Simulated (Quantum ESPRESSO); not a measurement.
A self-consistent single point of BaH4O3 (P2_1/m, 16 atoms in the cell) with Quantum ESPRESSO.

Method: LDA (PZ), PseudoDojo fully relativistic norm-conserving (PBE) pseudopotentials (plane waves; Quantum ESPRESSO).

```
BaH4O3
1.0
    6.26501     0.00000     0.00000
    0.00000     4.19053     0.00000
   -2.89114     0.00000     6.47648
Ba H O
2 8 6
Direct
  0.36404   0.25000   0.21145
  0.63596   0.75000   0.78855
  0.11945   0.75000   0.38355
  0.88055   0.25000   0.61645
  0.75119   0.75000   0.36958
  0.24881   0.25000   0.63042
  0.17267   0.55899   0.82035
  0.82733   0.44101   0.17965
  0.82733   0.05899   0.17965
  0.17267   0.94101   0.82035
  0.11759   0.75000   0.87530
  0.88241   0.25000   0.12470
  0.28518   0.75000   0.41658
  0.71482   0.25000   0.58342
  0.70208   0.75000   0.22115
  0.29792   0.25000   0.77885
```

Reference input (self-consistent single point, DFT, LDA (PZ), plane waves, GBRV 1.5 ultrasoft (LDA) pseudopotentials): ecutwfc = 40 Ry; ecutrho = 200 Ry; occupations = fixed; potentials = {Ba: ba_lda_v1.uspp.F.UPF, H: h_lda_v1.4.uspp.F.UPF, O: o_lda_v1.2.uspp.F.UPF}; K_POINTS = automatic 3 4 3 0 0 0; nbnd = 34; conv_thr = 1e-10 Ry. This run's input differs from it in these lines:

```diff
@@ -17,6 +17,6 @@
    ntyp = 3,
-   ecutwfc = 40,
-   ecutrho = 200,
+   ecutwfc = 85,
    occupations = 'fixed',
    nbnd = 34,
+   input_dft = 'pz',
 /
@@ -26,5 +26,5 @@
 ATOMIC_SPECIES
-Ba   137.3270  ba_lda_v1.uspp.F.UPF
-H      1.0080  h_lda_v1.4.uspp.F.UPF
-O     15.9990  o_lda_v1.2.uspp.F.UPF
+Ba   137.3270  Ba.upf
+H      1.0080  H.upf
+O     15.9990  O.upf
 ATOMIC_POSITIONS {crystal}
```

The program printed (abridged):

```
     Self-consistent Calculation

     iteration #  1     ecut=    85.00 Ry     beta= 0.70

---- Real-time Memory Report at c_bands before calling an iterative solver
           268 MiB given to the printing process from OS
           231 MiB allocation reported by mallinfo(arena+hblkhd)
------------------

     total energy              =    -318.38669724 Ry
     estimated scf accuracy    <       2.21215923 Ry

     iteration #  2     ecut=    85.00 Ry     beta= 0.70

---- Real-time Memory Report at c_bands before calling an iterative solver
           295 MiB given to the printing process from OS
   [... lines left out ...]

---- Real-time Memory Report at c_bands before calling an iterative solver
           328 MiB given to the printing process from OS
           302 MiB allocation reported by mallinfo(arena+hblkhd)
------------------

     total energy              =    -319.41026152 Ry
     estimated scf accuracy    <          2.5E-10 Ry

     iteration # 13     ecut=    85.00 Ry     beta= 0.70

---- Real-time Memory Report at c_bands before calling an iterative solver
           328 MiB given to the printing process from OS
           302 MiB allocation reported by mallinfo(arena+hblkhd)
------------------
     End of self-consistent calculation

     highest occupied, lowest unoccupied level (ev):     3.3833    7.4112

!    total energy              =    -319.41026152 Ry
     estimated scf accuracy    <          4.7E-11 Ry

     convergence has been achieved in  13 iterations

     Forces acting on atoms (cartesian axes, Ry/au):

     atom    1 type  1   force =    -0.00218882    0.00000000    0.00834627
     atom    2 type  1   force =     0.00218882    0.00000000   -0.00834627
     atom    3 type  2   force =    -0.02040548    0.00000000   -0.00590701
     atom    4 type  2   force =     0.02040548    0.00000000    0.00590701
     atom    5 type  2   force =    -0.00396192    0.00000000    0.02036845
     atom    6 type  2   force =     0.00396192    0.00000000   -0.02036845
   [... lines left out ...]

     Total force =     0.094510     Total SCF correction =     0.000014

          total   stress  (Ry/bohr**3)                   (kbar)     P=      -25.98
  -0.00015592   0.00000000  -0.00002616          -22.94        0.00       -3.85
   0.00000000  -0.00020986   0.00000000            0.00      -30.87        0.00
  -0.00002616   0.00000000  -0.00016397           -3.85        0.00      -24.12

   JOB DONE.
```

The run converged in 13 iterations. Against the reference run the pressure goes from -1.29 to -2.60 GPa, the largest force goes from 1.288 to 0.787 eV/Å and the gap on the mesh goes from 4.090 to 4.028 eV. The full log also holds: “c_bands:  1 eigenvalues not converged”.

The starting cell comes from a database of computed structures (which also holds hypothetical and non-ambient phases and stackings), without a prior relaxation at this level.

Cost on one core of a shared machine: roughly 4 min.
